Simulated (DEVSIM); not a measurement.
Structure: abrupt GaAs n-p junction, at 300 K.

```
layer (left to right)  material  thickness (μm)  Nd (cm⁻³)  Na (cm⁻³)  τn (s)  τp (s)
---------------------  --------  --------------  ---------  ---------  ------  ------
1                          GaAs            3.10     2.1e16          -  7.1e-9  7.1e-9
2                          GaAs             190          -     2.1e16  7.1e-9  7.1e-9
```

Left contact: ohmic. Right contact: ohmic. Voltage is applied to the left contact. Recombination: SRH at mid-gap. Mobility is μmin + (μ − μmin)/(1 + (N/Nref)^α).

Constants are typed, rounded textbook-type inputs, not results; the design itself was drawn at random and stands for no fabricated device. Values at 300 K; Nc and Nv go as T^1.5, mobilities as T to minus their exponent, the gap by Varshni's rule with the affinity fixed. The table also holds parameters that only a changed run uses.

| parameter | GaAs |
|---|---|
| gap (eV) | 1.424 |
| affinity (eV) | 4.07 |
| permittivity | 12.9 |
| Nc (cm⁻³) | 4.7e17 |
| Nv (cm⁻³) | 9e18 |
| μn (cm²/Vs) | 8500 |
| μp (cm²/Vs) | 400 |
| μn,min | 500 |
| μp,min | 20 |
| Nref,n | 6e16 |
| Nref,p | 1.5e17 |
| αn | 0.39 |
| αp | 0.38 |
| T exponent of μn | 2.1 |
| T exponent of μp | 2.2 |
| Cn (cm⁶/s) | 1e-30 |
| Cp (cm⁶/s) | 1e-30 |
| Varshni α (eV/K) | 0.000541 |
| Varshni β (K) | 204 |

Simulated with DEVSIM: 1D drift-diffusion, Boltzmann statistics, complete ionisation; no tunnelling, impact ionisation, image-force lowering or self-heating.

Base results: largest field in the device at zero bias (V/cm) 58000; potential step across the device at zero bias (V) 1.187; dark forward voltage at 1 A/cm² (V) 1.042.

Q: What follows from this one change: minority lifetime in layer 2 7.1e-09 → 7.1e-10 s?

A: largest field in the device at zero bias little changed (58000 V/cm); potential step across the device at zero bias little changed (1.187 V); dark forward voltage at 1 A/cm² 1.042 → 1.016 V.

Q: What follows from this one change: doping Nd of layer 1 2.1e+16 → 6.3e+15 cm^-3?

A: largest field in the device at zero bias 58000 → 39000 V/cm; potential step across the device at zero bias 1.187 → 1.156 V; dark forward voltage at 1 A/cm² 1.042 → 1.031 V.

Q: What follows from this one change: temperature 300 → 250 K?

A: largest field in the device at zero bias little changed (60000 V/cm); potential step across the device at zero bias 1.187 → 1.260 V; dark forward voltage at 1 A/cm² 1.042 → 1.135 V.

Q: What follows from this one change: thickness of layer 2 190 → 66 μm?

A: largest field in the device at zero bias little changed (58000 V/cm); potential step across the device at zero bias little changed (1.187 V); dark forward voltage at 1 A/cm² 1.042 → 1.028 V.

Q: What follows from this one change: constant mobility in place of the doping-dependent one?

A: largest field in the device at zero bias little changed (58000 V/cm); potential step across the device at zero bias little changed (1.187 V); dark forward voltage at 1 A/cm² 1.042 → 1.030 V.
